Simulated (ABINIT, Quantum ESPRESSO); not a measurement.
An ABINIT input for a self-consistent single point of a sheet of PbO (4 atoms in the cell) (DFT, PBE, plane waves, PAW (JTH v2.0 PBE PAW)):

```
# PbO, JTH v2.0 PBE PAW
pp_dirpath "./"
pseudos "Pb.GGA_PBE-JTH.xml, O.GGA_PBE-JTH.xml"
acell 3*1.0 Angstrom
rprim
         3.8796600000    0.0000000000    0.0000000000
         0.0000000000    3.8796600000    0.0000000000
         0.0000000000    0.0000000000   16.3659340000
natom 4
ntypat 2
znucl 82 8
typat 1 1 2 2
xcart
         1.9398300000    0.0000000000    9.3659294414
         0.0000000000    1.9398300000    7.0000045586
         0.0000000000    0.0000000000    8.1829670000
         1.9398300000    1.9398300000    8.1829670000
      Angstrom
ecut 48 Ry
pawecutdg 96 Ry
pawxcdev 0
ixc 11
occopt 7
tsmear 0.2 eV
nband 27
kptopt 1
ngkpt 5 5 1
nshiftk 1
shiftk 0 0 0
nstep 80
toldfe 1.0e-09
diemac 20
prtwf 0
prtden 0
enunit 2
```

Q: Translate this input to Quantum ESPRESSO.

A: One input that does it (others would too):

```fortran
&control
   calculation = 'scf',
   prefix = 'pbo',
   outdir = './tmp/',
   pseudo_dir = './',
   tprnfor = .true.,
   tstress = .true.,
/
&system
   ibrav = 6,
   celldm(1) = 7.3314948567,
   celldm(3) = 4.218393879876,
   nat = 4,
   ntyp = 2,
   ecutwfc = 40,
   ecutrho = 200,
   occupations = 'smearing',
   smearing = 'gauss',
   degauss = 0.0147,
/
&electrons
   conv_thr = 1.0d-10,
   mixing_beta = 0.5,
/
ATOMIC_SPECIES
Pb   207.2000  pb_pbe_v1.uspp.F.UPF
O     15.9990  o_pbe_v1.2.uspp.F.UPF
ATOMIC_POSITIONS crystal
Pb    0.5000000000    0.0000000000    0.5722820000
Pb    0.0000000000    0.5000000000    0.4277180000
O     0.0000000000    0.0000000000    0.5000000000
O     0.5000000000    0.5000000000    0.5000000000
K_POINTS automatic
5 5 1  0 0 0
```

Basis, cutoffs, solver keys and any potentials are the target program's own. This input uses DFT, PBE, plane waves, GBRV 1.5 ultrasoft (PBE) pseudopotentials.

The starting cell was generated: these elements placed on a structure prototype, without a prior relaxation; it need not be a known phase or ordering of this composition. Its lattice was rescaled in the plane by a random factor within 2.5 % of one.
